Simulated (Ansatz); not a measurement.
We consider C (R-3m, No. 166, 4 atoms in the cell; start mp-569304; another form than the element's usual one), described by r²SCAN+rVV10 (PAW; Ansatz, a first-principles code).

Input file:

Ansatz 0.2 input:
```yaml
crystal:
  lattice:
    - [1.2356169757, 0.7133837935, 6.9441131241]
    - [-1.2356169757, 0.7133837935, 6.9441131241]
    - [0.0, -1.4267675871, 6.9441131241]
  atoms:
    - { symbol: C, position: [0.9191067957, 0.9191067957, 0.9191067957] }
    - { symbol: C, position: [0.0808932043, 0.0808932043, 0.0808932043] }
    - { symbol: C, position: [0.252433692, 0.252433692, 0.252433692] }
    - { symbol: C, position: [0.747566308, 0.747566308, 0.747566308] }
basis:
  ecutwfc: 560
  ecutrho_ratio: 4
  xc_grid: 3
kpoints:
  mp_grid: { grid: [16, 16, 16] }
hamiltonian:
  xc: r2scan
  dispersion: rvv10
  pseudopotentials: { azcp: { folder: ./paw }, kind: paw }
scf:
  occupations: { method: fermi_dirac, width: 0.01 }
output:
  forces: true
  stress: true
  eigenvalues: true
relax:
  f_tol: 0.004
  escape_saddle: false
  max_steps: 80
  cell: { stress_tol: 0.02, fix: [volume] }
```

The run printed, among other lines:

```
Relaxation: its limit of steps is 80 (relax.max_steps)
Crystal: 4 atoms, lattice volume = 36.726 Å³
Basis set: ecut = 560 eV, 1113 PW (Γ), FFT grids on a1−a3, a2−a3, a3, exchange–correlation on 60×60×180 points (27 copies of the dense FFT grid, shifted against one another)
Bands: 12, of which v1, the nominal top of the filled ones, is band 8 counted from 1 (7 counted from 0)
Symmetry: 12 space group operations
Space group: R-3m (ITA 166), of the structure as read, at distance tolerance 3.3e-5 Å
k-points: 417 of 4096
Initial density: superposition of atomic densities (chi_scale 0.1, normalization cell)
Functional: x = r2scan, c = r2scan + rvv10(b = 11.95, C = 0.0093); τ floored in thin density (d = 2e-4 eV/Å³)
SCF iter   1: F=—  HF=-1007.521270 eV  |F-HF|=—  |Δ(HF+E_count)|=         —  Δρ=1.20e-1  dr2=4.41e0  dr2_τ=1.11e0
SCF iter   2: F=—  HF=-1005.995329 eV  |F-HF|=—  |Δ(HF+E_count)|=    1.53e0  Δρ=4.70e-2  dr2=4.51e-1  dr2_τ=1.28e-2
  ...
SCF 1 converged in 7 iterations: F = -1005.952238 eV  dr2 = 3.42e-8
Crystal: 4 atoms, lattice volume = 36.726 Å³
Basis set: ecut = 560 eV, 1125 PW (Γ), FFT grids on a1−a3, a2−a3, a3, exchange–correlation on 60×60×180 points (27 copies of the dense FFT grid, shifted against one another)
Initial density: handed on by an earlier stage of this run
SCF 2 converged in 5 iterations: F = -1005.962057 eV  dr2 = 5.50e-8
Crystal: 4 atoms, lattice volume = 36.726 Å³
SCF 3 converged in 6 iterations: F = -1005.960959 eV  dr2 = 1.26e-7
Crystal: 4 atoms, lattice volume = 36.726 Å³
SCF 4 converged in 9 iterations: F = -1005.962988 eV  dr2 = 4.42e-12
Crystal: 4 atoms, lattice volume = 36.726 Å³
SCF 5 converged in 5 iterations: F = -1005.963067 eV  dr2 = 1.98e-8
Crystal: 4 atoms, lattice volume = 36.726 Å³
SCF iter   5: F=—  HF=-1005.963025 eV  |F-HF|=—  |Δ(HF+E_count)|=  6.39e-11  Δρ=2.33e-7  dr2=8.63e-12  dr2_τ=1.69e-12
SCF iter   6: F=-1005.963025 eV  HF=-1005.963025 eV  |F-HF|=0.00e0  |Δ(HF+E_count)|=  8.41e-12  Δρ=6.29e-8  dr2=7.25e-13  dr2_τ=7.91e-14
SCF 6 converged in 6 iterations: F = -1005.963025 eV  dr2 = 7.25e-13
SCF converged after 6 iterations
Free energy (F): -1005.963025 eV
Internal energy: -1005.963025 eV  (E = F + TS)
E sigma→0 (E₀):  -1005.963025 eV
Fermi energy:    6.577175 eV
--- Forces (eV/Å), atoms counted from 1 ---
  atom   1  C      0.00000000     0.00000000    -0.00028259
  atom   2  C      0.00000000    -0.00000000     0.00028259
  atom   3  C      0.00000000     0.00000000    -0.00045411
  atom   4  C      0.00000000    -0.00000000     0.00045411
--- Stress (GPa, compression-positive) ---
       -0.616044       0.000000       0.000000
        0.000000      -0.616044       0.000000
       -0.000000       0.000000      -0.626900
  P = ⅓ Tr σ = -0.6197 GPa (-6.197 kbar)
```

The cell is one volume of an energy–volume scan, off the minimum.

The PAW data were made under PBE.

Note: the relaxation could not lower the start's symmetry, so the cell can be a saddle point above a distorted one.

Cost on a shared machine: around 4 core-minutes (rough).

A start named mp-… is a Materials Project structure, which need not be a measured phase.
